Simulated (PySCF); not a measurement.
PySCF 2.14.0, BP86/def2-svp, df: F[C](F)C(F)(F)F, charge +1, multiplicity 1, 7 atoms. The geometry is a generated start, not checked to be a minimum at this level.

```json
{
 "task": "energy",
 "method": "bp86",
 "basis": "def2-svp",
 "two_electron_scheme": "density fitting",
 "mol.max_memory": "3000 MB",
 "mf.max_cycle": "100",
 "mf.conv_tol": "1e-09 (default)",
 "mf.grids.level": "3 (default)",
 "basis_functions": "98",
 "grid_points": "99552"
}
```

```xyz
7

F      1.3434    -1.3028     0.1050
C      0.8933    -0.1470    -0.0126
F      1.7279     0.7778     0.0006
C     -0.7005     0.1292    -0.0415
F     -1.1061    -0.2426     1.1588
F     -0.9167     1.3951    -0.2396
F     -1.2413    -0.6097    -0.9707
```

Charge 1 and multiplicity 1 are set for this test and not shown to be the ground state.

With the defaults (mf.DIIS = CDIIS, mf.diis = true, newton = off, mf.damp = 0, mf.diis_start_cycle = 1, mf.init_guess = minao, mf.diis_space = 8) it converges in 14 Fock builds. One run each on 2 threads, 1 BLAS thread, with these changes:
- mf.diis_space = 12
- mf.diis = false
- mf.diis_space = 20
- mf.init_guess = huckel
- mf.DIIS = EDIIS
- mf.diis_space = 5
- mf.damp = 0.7, mf.diis_start_cycle = 8
- newton = Hessian by the SCF's own integrals
- mf.DIIS = ADIIS

Problem. Which runs fail or end elsewhere than the default run?

Solution. No convergence: mf.DIIS = EDIIS; mf.diis = false (the run ends without SCF convergence in 100 cycles). The rest reach the solution of the defaults.

```
setting                                      Fock builds             end
-------------------------------------------  -----------  --------------
the defaults                                          14   same solution
mf.diis_space = 20                                    14   same solution
mf.diis_space = 12                                    14   same solution
mf.damp = 0.7, mf.diis_start_cycle = 8                15   same solution
mf.init_guess = huckel                                17   same solution
mf.diis_space = 5                                     17   same solution
mf.DIIS = ADIIS                                       29   same solution
newton = Hessian by the SCF's own integrals           44   same solution
mf.DIIS = EDIIS                                      101  no convergence
mf.diis = false                                      101  no convergence
```

Under newton the count holds the products with the orbital Hessian.
